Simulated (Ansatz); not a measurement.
Levels about the gap of amorphous Ga24O37Li2 (63 atoms in a cell of 780 Å³, 4.85 g/cm³; zone centre alone, so wide bands show as single levels with stretches between that a denser mesh fills), at the geometry that PBE relaxed, where it gives 0.1 GPa on a denser mesh. The participation number counts the atoms over which a state spreads; weights are charges in smoothed Voronoi cells. The levels come from a single point, so bond lengths are those of that geometry. Method of the levels: r2SCAN, scalar-relativistic without spin-orbit coupling (Ansatz, an electronic-structure program). Sampling: the zone centre alone; Fermi-Dirac width 0.02 eV; no spin polarisation. At PBE the levels at the filled edge of the gap are localised (band-tail or defect states), and the nearest spread-out levels lie 2.0 eV apart at the zone centre.

Preparation: random packing, a CHGNet melt and quench, and a DFT relaxation. O atoms were pushed apart under 1.9 Å during the dynamics, to hinder bonds among them. The hot cell started wider than the set density and was brought back towards it in steps. It is the lowest in DFT energy of 2 quenches. It is a model cell: composition and starting density were chosen by hand, and all elements were melted together. No dispersion term was used. Its density started from a set value of 4.91 and ended at 4.85 g/cm³. Cooling (nominally 220 K/ps over its main leg) ran many orders faster than in experiment, which tends to leave more defects and strain. One small periodic cell is one sample of the glass; other quenches scatter about these values. Volume and shape were free in the relaxation.

```json
[
 {"E - E(highest filled), eV": "-0.51", "filling": "filled", "participation number": "13.2", "largest on": "O, 3 neighbours", "weight O": "0.94", "weight Ga": "0.06", "weight Li": "0.00"},
 {"E - E(highest filled), eV": "-0.44", "filling": "filled", "participation number": "14.2", "largest on": "O, 3 neighbours", "weight O": "0.95", "weight Ga": "0.05", "weight Li": "0.00"},
 {"E - E(highest filled), eV": "-0.35", "filling": "filled", "participation number": "4.0", "largest on": "O, 2 neighbours", "weight O": "0.94", "weight Ga": "0.06", "weight Li": "0.00"},
 {"E - E(highest filled), eV": "-0.24", "filling": "filled", "participation number": "5.9", "largest on": "O, 2 neighbours", "weight O": "0.94", "weight Ga": "0.06", "weight Li": "0.00"},
 {"E - E(highest filled), eV": "-0.15", "filling": "filled", "participation number": "7.8", "largest on": "O, 3 neighbours", "weight O": "0.95", "weight Ga": "0.05", "weight Li": "0.00"},
 {"E - E(highest filled), eV": "-0.04", "filling": "filled", "participation number": "6.6", "largest on": "O, 2 neighbours", "weight O": "0.95", "weight Ga": "0.05", "weight Li": "0.00"},
 {"E - E(highest filled), eV": "0.00", "filling": "filled", "participation number": "5.1", "largest on": "O, 2 neighbours", "weight O": "0.95", "weight Ga": "0.05", "weight Li": "0.00"},
 {"E - E(highest filled), eV": "2.09", "filling": "empty", "participation number": "57.9", "largest on": "Ga, 4 neighbours", "weight O": "0.51", "weight Ga": "0.47", "weight Li": "0.02"},
 {"E - E(highest filled), eV": "4.67", "filling": "empty", "participation number": "28.9", "largest on": "Ga, 4 neighbours", "weight O": "0.53", "weight Ga": "0.46", "weight Li": "0.01"},
 {"E - E(highest filled), eV": "4.78", "filling": "empty", "participation number": "45.2", "largest on": "Ga, 4 neighbours", "weight O": "0.56", "weight Ga": "0.43", "weight Li": "0.01"},
 {"E - E(highest filled), eV": "4.95", "filling": "empty", "participation number": "36.8", "largest on": "Ga, 4 neighbours", "weight O": "0.58", "weight Ga": "0.42", "weight Li": "0.00"},
 {"E - E(highest filled), eV": "5.02", "filling": "empty", "participation number": "40.9", "largest on": "Ga, 4 neighbours", "weight O": "0.56", "weight Ga": "0.43", "weight Li": "0.01"},
 {"E - E(highest filled), eV": "5.35", "filling": "empty", "participation number": "34.6", "largest on": "Ga, 4 neighbours", "weight O": "0.56", "weight Ga": "0.43", "weight Li": "0.01"},
 {"E - E(highest filled), eV": "5.37", "filling": "empty", "participation number": "32.6", "largest on": "Ga, 4 neighbours", "weight O": "0.57", "weight Ga": "0.41", "weight Li": "0.02"}
]
```

Most localised among these is the filled level at -0.35 eV, on a O atom, which has 2 neighbours (Ga 1.80 Å, Ga 1.82 Å).
